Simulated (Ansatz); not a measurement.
The parent structure is ZrN in the rock salt structure (space group Fm-3m, No. 225).

```yaml
crystal:
  lattice:
    - [0.00000, 2.27614, 2.27614]
    - [2.27614, 0.00000, 2.27614]
    - [2.27614, 2.27614, 0.00000]
  atoms:
    - { symbol: N, position: [0.00000, 0.00000, 0.00000] }
    - { symbol: Zr, position: [0.50000, 0.50000, 0.50000] }
```

Cartesian axes are those of the cell as printed.

The values are results of PBEsol (Ansatz, a first-principles code), without spin-orbit coupling, not measurements.

Base values:

```
Quantity                        Result
-----------------------------  -------
Pressure                       0.0 GPa
Shortest interatomic distance  2.276 Å
```

Now apply this change: tensile biaxial strain of 4.48 % in the plane normal to [110], as in epitaxy on a mismatched substrate; the out-of-plane cell vector and the atoms relax.

Q: Estimate the effect on the pressure, energy relative to the base and shortest interatomic distance.

A: The pressure (mean of the normal stresses, compression positive) goes from zero to -13.4 GPa; the energy increases by 69 meV/atom; the shortest interatomic distance increases by 0.021 Å (2.276 Å → 2.297 Å).

A biaxial case was relaxed in a doubled cell and then solved in the primitive one. Without a gap, meshes like the base's 18×18×18 leave anisotropic stresses uncertain by several tenths of a GPa, and small strain energies with them. Stability against distortions was not tested. The final runs are not spin-polarised. An odd electron count without spin: ZrN.
